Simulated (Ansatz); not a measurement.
Calculation: PBE (plane waves to 420 eV, PAW; Ansatz, a quantum-chemistry and plane-wave program).

Plane-averaged electrostatic potential energy along the normal, in eV from the highest filled level, for the (210) surface of 3C silicon carbide in its 1x1 cell (cut with top plane Si, bottom plane C), relaxed from an ideal cut (the real face may reconstruct), with unlike faces, outermost plane spacing 0.49 Å in the ideal cut, from a spin-polarised start (in the relaxation 1 Si–Si bonds formed):

```csv
z (Å),V (eV)
3.72,6.23
4.01,6.23
4.30,6.23
4.58,6.23
4.87,6.23
5.16,6.23
5.44,6.22
5.73,6.22
6.02,6.21
6.30,6.18
6.59,6.11
6.88,5.96
7.16,5.60
7.45,4.77
7.73,2.75
8.02,-0.55
8.31,-3.79
8.59,-6.00
8.88,-8.43
9.17,-10.05
9.45,-9.00
9.74,-8.00
10.03,-8.09
10.31,-7.33
10.60,-6.90
10.89,-7.79
11.17,-8.13
11.46,-7.39
11.74,-7.60
12.03,-8.29
12.32,-7.59
12.60,-7.33
12.89,-8.18
13.18,-8.05
13.46,-7.28
13.75,-7.73
14.04,-8.29
14.32,-7.50
14.61,-7.43
14.90,-8.26
15.18,-7.86
15.47,-7.26
15.76,-8.01
16.04,-8.41
16.33,-7.47
16.61,-7.27
16.90,-7.58
17.19,-7.02
17.47,-7.02
17.76,-8.56
18.05,-9.37
18.33,-9.03
18.62,-9.80
18.91,-9.40
19.19,-6.09
19.48,-1.85
19.77,1.54
20.05,3.41
20.34,4.28
20.62,4.69
20.91,4.87
21.20,4.96
21.48,5.00
21.77,5.01
22.06,5.02
22.34,5.03
22.63,5.03
22.92,5.03
23.20,5.03
23.49,5.03
```

Set-up: 24 atoms, C12Si12, 11.3 Å thick at the start; mesh 7x5x1; 0.025 eV smearing; dipole correction on; all atoms relaxed; no symmetry held; spin-polarised from one start with parallel moments (other orders not tried), no spin-orbit, no U. The starting moment vanished.

The surface cell has an area of 21.45 Å². What dipole along the normal does the step between the two vacuum levels imply?

the top vacuum level lies 1.20 eV below the bottom one; p = −ε₀ A ΔV (ε₀ = 0.005526 e/(V·Å)) gives 0.14 e·Å a cell.
